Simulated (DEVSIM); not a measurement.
Structure: abrupt Si p-n junction, at 300 K.

```csv
layer (left to right),material,thickness (μm),Nd (cm⁻³),Na (cm⁻³),τn (s),τp (s)
1,Si,16.0,-,4.3e18,5.1e-5,5.1e-5
2,Si,37.0,2.5e17,-,5.1e-5,5.1e-5
```

Left contact: ohmic. Right contact: ohmic. Voltage is applied to the left contact. Recombination: SRH at mid-gap, Auger. Gap narrowing is on: ΔEg = 6.92 meV × (l + √(l² + 0.5)), l = ln(N/1.3e17 cm⁻³), shared equally by both band edges. Mobility is μmin + (μ − μmin)/(1 + (N/Nref)^α).

Constants are typed, rounded textbook-type inputs, not results; the design itself was drawn at random and stands for no fabricated device. Values at 300 K.

```tsv
parameter	Si
gap (eV)	1.124
affinity (eV)	4.05
permittivity	11.7
Nc (cm⁻³)	2.86e19
Nv (cm⁻³)	3.1e19
μn (cm²/Vs)	1417
μp (cm²/Vs)	470
μn,min	52
μp,min	45
Nref,n	9.7e16
Nref,p	2.2e17
αn	0.68
αp	0.72
Cn (cm⁶/s)	2.8e-31
Cp (cm⁶/s)	9.9e-32
```

Model (solved in DEVSIM): 1D drift-diffusion, Boltzmann statistics, complete ionisation; no tunnelling, impact ionisation, image-force lowering or self-heating.

The minority lifetime in layer 2 was swept, all else fixed.

```
minority lifetime in layer 2 (s)  dark forward voltage at 1 A/cm² (V)
--------------------------------  -----------------------------------
1.5e-6                                                          0.740
5.1e-6                                                          0.744
1.5e-5                                                          0.745
5.1e-5                                                          0.746
0.00015                                                         0.746
0.00051                                                         0.746
0.0015                                                          0.746
```

From the first row to the last the dark forward voltage at 1 A/cm² goes from 0.740 to 0.746.
